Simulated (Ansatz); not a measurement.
**Worked sum: formation energy of Si_Au in Au (fcc, Fm-3m)**

Consider the formation energy of Si_Au in Au (fcc, Fm-3m). Reaction: Si (diamond) + 31 Au (fcc) → cell A.

A: a supercell of 32 sites of Au (fcc, Fm-3m) with Si on an Au site (12 Au at 2.91 Å); spin state with PBE: run without spin.

Setting: static, neutral cells in Ansatz (PAW) whose structures rest at the PBE level. Ansatz (a first-principles code) runs with its PAW set soft_1. Other levels take these structures. The lattices are those relaxed with PBE, so at other levels the solids can be strained, which adds to the spread. Larger cells are relaxed from a start prepared with the learned potential CHGNet, on a coarser mesh till forces fall under 0.03 eV/Å, which some starts already meet. A dispersion term (D3(BJ), or D4 for r2SCAN) was computed beside these levels and is taken off wherever the name lacks it. Space groups of crystals are read within 0.01 Å. Spin-orbit coupling is left out. Mesh and cell size may move defect energies by 0.1 eV or more. Cell A has symmetry Pm-3m within 0.02 Å and got no random move, so less symmetric positions, which may lie lower, weren't tried.

Total energies of the cells in eV, at zero smearing width. They compare only within one column; the weights balance every element.

```
cell          atoms  weight            PBE           RPBE
------------  -----  ------  -------------  -------------
A: Au:Si_Au      32      +1  -408322.69342  -408766.46896
Si (diamond)      2    −1/2    -1271.62301    -1277.80685
Au (fcc)         32  −31/32  -420838.76538  -421293.67563
```

PBE: (-408322.69342) − 1/2 × (-1271.62301) − 31/32 × (-420838.76538) = 0.672 eV.

RPBE: (-408766.46896) − 1/2 × (-1277.80685) − 31/32 × (-421293.67563) = 0.683 eV.

What follows from the PBE value: With the reservoirs of the reaction as written, and without entropy terms or charged states, the share of sites that hold the defect in equilibrium is exp(−0.67 eV/k_BT) = 4.2×10^-4 at 1000 K.
